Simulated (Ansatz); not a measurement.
## Response to strain in GaN

Start from GaN in the wurtzite structure (space group P6_3mc, No. 186; a = 3.1826 Å, c = 5.1854 Å). Axes: x lies along a and z along c of the hexagonal cell.

Strains are applied to the cell and any free atomic positions relax.

All numbers come from PBEsol in Ansatz (plane waves to 420 eV, PAW, spin-orbit coupling left out).

Candidates:
(a) uniaxial strain ε_xx = +0.60 %
(b) uniaxial strain ε_xx = +3.00 %
(c) uniaxial strain ε_xx = +1.20 %
(d) uniaxial strain ε_xx = +2.40 %

Base values:

```
Quantity    Value
--------  -------
Band gap  1.88 eV
```

### Question
Order them by band gap, lowest first.

### Answer
(b) uniaxial strain ε_xx = +3.00 % (1.64 eV), (d) uniaxial strain ε_xx = +2.40 % (1.69 eV), (c) uniaxial strain ε_xx = +1.20 % (1.78 eV), (a) uniaxial strain ε_xx = +0.60 % (1.83 eV)

Whether these cells are dynamically stable was not tested.

Ansatz is a program for electronic structure.
